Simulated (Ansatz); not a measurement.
Hypothetical cubic perovskite KMnBr3, response to strain

Start from KMnBr$_{3}$ in the cubic perovskite structure (space group Pm-3m, No. 221; a = 5.255 Å; ferromagnetic; a hypothetical phase, not in the database extracts checked). Axes: x, y, z lie along the cube axes.

Strains are applied to the cell and any free atomic positions relax; under biaxial strain the out-of-plane vector relaxes too.

Level of theory: plane-wave PAW DFT at the PBEsol level (Ansatz, a quantum-chemistry and plane-wave program, 420 eV), without spin-orbit coupling.

Notes on the quantities. energy relative to the base: free energy F.

```csv
change,volume per atom,energy relative to the base,largest site moment,band gap
base,29.02 Å³,0 meV/atom,4.37 μB,0.60 eV
"biaxial strain −3.47 %, plane normal [110], relaxed out of plane",27.94 Å³,+12 meV/atom,4.30 μB,0.23 eV
isotropic strain −3.33 %,26.22 Å³,(withheld),4.21 μB,zero
uniaxial strain ε_yy = −5.92 %,27.30 Å³,+21 meV/atom,4.22 μB,zero
uniaxial strain ε_yy = −2.77 %,28.21 Å³,(withheld),(withheld),0.31 eV
uniaxial strain ε_yy = −1.45 %,28.60 Å³,(withheld),4.34 μB,0.45 eV
```

Fill in the withheld entries from the trend.


- isotropic strain −3.33 %, energy relative to the base: +31 meV/atom
- uniaxial strain ε_yy = −2.77 %, energy relative to the base: +4.2 meV/atom
- uniaxial strain ε_yy = −2.77 %, largest site moment: 4.31 μB
- uniaxial strain ε_yy = −1.45 %, energy relative to the base: +1.1 meV/atom

The mesh was chosen for an insulator and is coarse for the gapless case. No phonon test of stability was made. No Hubbard U is applied and the magnetic state is the run's own (KMnBr3 ferromagnetic); small cells can't hold the antiferromagnetic order that many such compounds have, so gaps and moments can be off. A gap here joins edges of opposite spin (a spin-flip gap). Many cubic perovskites are stable only at high temperature; tilts and polar distortions were not tested. A zero or small gap of KMnBr3 under biaxial strain −3.47 %, plane normal [110], relaxed out of plane can be the functional's error rather than a property of the material.
